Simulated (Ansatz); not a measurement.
Consider SiO$_{2}$ (space group P3_121, No. 152).

```
CELL_PARAMETERS angstrom
      4.94935     0.00000     0.00000
     -2.47468     4.28627     0.00000
      0.00000     0.00000     5.44191
ATOMIC_POSITIONS crystal
  Si 0.47048 0.00000 0.83333
  Si 0.00000 0.47048 0.16667
  Si 0.52952 0.52952 0.50000
  O  0.41256 0.26669 0.71428
  O  0.73331 0.14588 0.04761
  O  0.85412 0.58744 0.38094
  O  0.14588 0.73331 0.95239
  O  0.26669 0.41256 0.28572
  O  0.58744 0.85412 0.61906
```

All numbers come from DFT with PBEsol, PAW potentials and a 420 eV plane-wave cutoff in Ansatz (a program for electronic structure), no spin-orbit coupling.

One change was made to it. Results:

The band gap increases by 0.20 eV to 5.92 eV; the volume per atom decreases by 0.94 Å³ (12.83 Å³ → 11.89 Å³); the width of the top valence band falls by 0.04 eV to 0.53 eV.

Question: Name the change that was made.
A) pressure 3 GPa
B) pressure −2 GPa
C) pressure 30 GPa
D) pressure −1 GPa

Answer: A, pressure 3 GPa. For comparison, the band gap in the other runs: pressure −1 GPa gives 5.64 eV; pressure 30 GPa gives 6.69 eV; pressure −2 GPa gives 5.50 eV.

Load acts through the strain it causes; cell and atoms are relaxed under it. Whether these cells are dynamically stable was not tested. No other phases were tried under pressure.
